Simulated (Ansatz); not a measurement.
The reference is Si in the diamond structure (space group Fd-3m, No. 227; a = 5.4443 Å). Axes: x, y, z lie along the cube axes.

Level of theory: r2SCAN (Ansatz, an electronic-structure program), no SOC.

Base values:

The valence-band top at Γ comes out as 0.00, 0.00, 0.00 eV.

The change: tensile biaxial strain of 2.84 % in the plane normal to [111], as in epitaxy on a mismatched substrate; the out-of-plane cell vector and the atoms relax.

Task: Estimate the effect on the valence-band top at Γ and energy relative to the base.

Result: The valence-band top at Γ (three highest levels, from the VBM) becomes 0.00, -0.29, -0.29 eV (base: 0.00, 0.00, 0.00 eV); the energy rises by 22 meV/atom.

The levels and masses belong to the bands next to the band gap. No phonon test of stability was made.
